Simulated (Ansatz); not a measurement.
Base system: InP in the zinc blende structure (space group F-43m, No. 216; a = 5.907 Å). Axes: x, y, z lie along the cube axes.

Level of theory: r2SCAN in Ansatz (plane waves to 500 eV, PAW, no spin-orbit coupling), earlier PAW set.

The change: the cell is compressed by 3.90 % along x with no lateral relaxation, atoms relaxed at fixed cell.

### Question
Predict the stress tensor and what it implies for the stiffness.

### Answer
Stress of the strained cell less that of the base (GPa, compression positive):
```
   3.97    0.00    0.00
   0.00    2.41    0.00
   0.00    0.00    2.41
```

Then −Δσ_ii/ε with ε = -0.0390 gives secant stiffness values (nonlinear terms included at this strain): C11 ≈ 102 GPa, C12 ≈ 62 GPa and C13 ≈ 62 GPa.

As a check, the harmonic strain energy −½ V₀ Δσ:ε is 12 meV/atom; the computed energy rise is 12 meV/atom.

Whether these cells are dynamically stable was not tested.

Ansatz is a quantum-chemistry and plane-wave program.
